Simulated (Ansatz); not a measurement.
The parent structure is ZnSiP$_{2}$ in the chalcopyrite structure (space group I-42d, No. 122).

```yaml
crystal:
  lattice:
    - [-2.70926, 2.70926, 5.26983]
    - [2.70926, -2.70926, 5.26983]
    - [2.70926, 2.70926, -5.26983]
  atoms:
    - { symbol: Zn, position: [0.00000, 0.00000, 0.00000] }
    - { symbol: Zn, position: [0.75000, 0.25000, 0.50000] }
    - { symbol: Si, position: [0.50000, 0.50000, 0.00000] }
    - { symbol: Si, position: [0.25000, 0.75000, 0.50000] }
    - { symbol: P, position: [0.87500, 0.85768, 0.48268] }
    - { symbol: P, position: [0.14232, 0.62500, 0.01732] }
    - { symbol: P, position: [0.37500, 0.39232, 0.51732] }
    - { symbol: P, position: [0.60768, 0.12500, 0.98268] }
```

Cartesian axes are those of the cell as printed.

Level of theory: PBE, PAW, 420 eV (Ansatz, a program for electronic structure; without spin-orbit coupling).

Base values:

The smallest direct gap is 1.36 eV, the band gap is 1.36 eV and the width of the top valence band comes out as 1.19 eV. The pressure comes out as 0.00 GPa. The gap character comes out as direct at Γ.

The change: compressive biaxial strain of 3.00 % in the plane normal to [001], as in epitaxy on a mismatched substrate; the out-of-plane cell vector and the atoms relax.

Problem. What does the calculation give for the smallest direct gap, band gap, width of the top valence band, out-of-plane strain, pressure and gap character after the change?

Solution. The smallest direct gap rises by 0.20 eV to 1.56 eV; the band gap drops by 0.08 eV (1.36 eV → 1.28 eV); the width of the top valence band drops by 0.02 eV, from 1.19 eV to 1.17 eV; the out-of-plane strain comes out as +2.69 %; the pressure (mean of the normal stresses, compression positive) goes from zero to 3.03 GPa; the gap character changes from direct at Γ to indirect, Γ → M–S (33 % along).

No phonon test of stability was made.
